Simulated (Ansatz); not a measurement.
Take GaAs in the zinc blende structure (space group F-43m, No. 216; a = 5.6590 Å) as the base.

Computed with Kohn–Sham DFT with the PBEsol functional, run in Ansatz (a program for electronic structure) with PAW and 420 eV plane waves, no spin-orbit coupling.

Its conduction minimum is a single valley at Γ with mass 0.025 mₑ.

It is then changed as follows: electron doping at 5.0×10^20 cm⁻³ (0.0227 per cell), with a uniform compensating background at fixed cell and a 300 K Fermi–Dirac width.

**Question.** Where would a parabolic band put the Fermi level, and where does the calculation put it?

**Answer.** k_F = (3π²n)^(1/3) = 0.246 Å⁻¹, so ħ²k_F²/2m = 9.1 eV above the band edge at zero temperature. The calculation gives 0.75 eV (to 0.05 eV): the band is strongly non-parabolic or higher valleys fill at this density.

Charged cell with a jellium background: band edges are those of the host's band count, energies are not comparable with the neutral cell, and many-body gap narrowing is missing. The levels and masses belong to the bands next to the band gap. Masses are band curvatures over ±0.01 Å⁻¹ around the edge. Whether these cells are dynamically stable was not tested.
